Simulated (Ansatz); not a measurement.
HgS in the zinc blende structure (space group F-43m, No. 216)

```
HgS
1.0
    0.00000     2.90597     2.90597
    2.90597     0.00000     2.90597
    2.90597     2.90597     0.00000
Hg S
1 1
Cartesian
  0.00000   0.00000   0.00000
  1.45299   1.45299   1.45299
```

Computed with Kohn–Sham DFT with the LDA functional, run in Ansatz (a quantum-chemistry and plane-wave program) with PAW and 420 eV plane waves, without spin-orbit coupling. k-mesh 10×10×10 (Γ-centred); smearing 0.05 eV (Fermi–Dirac).

The volume per atom comes out as 24.54 Å³ and the density comes out as 7.87 g/cm³. The band gap comes out as zero and the total energy is -7196.153 eV/atom (σ→0; compares only within this code and set-up).

Spin-orbit coupling, missing from the scalar runs, can matter with Hg. Stability against distortions was not tested. All final runs are without spin polarisation. The zero or small gap of HgS can change with the level of theory.
